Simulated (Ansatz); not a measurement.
Convergence study of shifted k-point meshes for KTlO2 (R3m, 4 atoms in the cell)

```
KTlO2
1.0
    1.71813     0.99196     6.07173
   -1.71813     0.99196     6.07173
    0.00000    -1.98392     6.07173
K Tl O
1 1 2
Cartesian
  0.00000   0.00000   9.15759
  0.00000   0.00000   0.00000
  0.00000   0.00000  13.33496
  0.00000   0.00000   4.88023
```

Level of theory: LDA (PW92), default PAW files made with PBE (plane waves; Ansatz, an electronic-structure program).

Base settings: basis.ecutwfc = 420 eV; kpoints.mp_grid.grid = 8 8 8; hamiltonian.xc = lda; hamiltonian.pseudopotentials = {kind: paw} (the program's default PAW files); scf.occupations.method = fermi_dirac; scf.occupations.width = 0.02 eV.

In this ladder: kpoints.mp_grid.shift = 0.5 0.5 0.5.

Shifted meshes do not hold Γ, so a gap read on them misses any band edge there.

Only quantities that move along the ladder and can be compared are tabulated.

The count of work is k-points × plane waves × bands × iterations; it is no time. Core times come from one kind of shared machine, to one figure; runs under 30 s give none.

The starting cell comes from a database of computed structures (which also holds hypothetical and non-ambient phases and stackings), without a prior relaxation at this level. Its lattice was rescaled by up to half a per cent. One atom was moved a little off its site on purpose. Spin-orbit coupling is off. In the base run, with a pressure of about -3 GPa the cell is away from its equilibrium volume at this level. Ansatz's pressure includes its estimate of the finite-basis (Pulay) stress.

| kpoints.mp_grid.grid | free energy less the last step's (meV/atom) | pressure (GPa) | largest difference of a force vector from the last step's (eV/Å) | gap on the mesh (eV) | count of work / last | core time / last (rough) |
|---|---|---|---|---|---|---|
| 2 2 2 | 114.04 | -2.62 | 0.241 | 1.424 | 0.0015 | – |
| 3 3 3 | 14.46 | -3.13 | 0.032 | 1.193 | 0.0052 | – |
| 4 4 4 | 2.72 | -3.20 | 0.004 | 1.110 | 0.0077 | – |
| 5 5 5 | 0.57 | -3.22 | 0.000 | 1.038 | 0.015 | – |
| 6 6 6 | 0.13 | -3.22 | 0.000 | 1.012 | 0.022 | – |
| 7 7 7 | 0.04 | -3.22 | 0.000 | 0.983 | 0.034 | – |
| 8 8 8 | 0.02 | -3.22 | 0.000 | 0.973 | 0.046 | – |
| 9 9 9 | -0.01 | -3.22 | 0.000 | 0.959 | 0.065 | – |
| 10 10 10 | -0.01 | -3.22 | 0.000 | 0.955 | 0.085 | – |
| 11 11 11 | 0.01 | -3.22 | 0.000 | 0.946 | 0.11 | – |
| 12 12 12 | 0.00 | -3.22 | 0.000 | 0.944 | 0.14 | – |
| 13 13 13 | 0.00 | -3.22 | 0.000 | 0.939 | 0.18 | – |
| 14 14 14 | 0.00 | -3.22 | 0.000 | 0.938 | 0.22 | – |
| 16 16 16 | 0.00 | -3.22 | 0.000 | 0.934 | 0.31 | 0.4 |
| 18 18 18 | 0.00 | -3.22 | 0.000 | 0.931 | 0.44 | 0.4 |
| 20 20 20 | 0.01 | -3.22 | 0.000 | 0.929 | 0.59 | 0.5 |
| 22 22 22 | 0.00 | -3.22 | 0.000 | 0.927 | 0.78 | 0.7 |
| 24 24 24 | 0.00 | -3.22 | 0.000 | 0.926 | 1.0 | 1 |

Coarsest kpoints.mp_grid.grid that holds the forces within 0.005 eV/Å of the last step, with all finer ones: 4 4 4, at 0.0077 of the last step's count of work; the step before is off by 0.032 eV/Å.

Coarsest kpoints.mp_grid.grid that holds the pressure within 0.2 GPa of the last step, with all finer ones: 3 3 3, at 0.0052 of the last step's count of work; the step before is off by 0.60 GPa.

Keys are those of Ansatz 0.2.
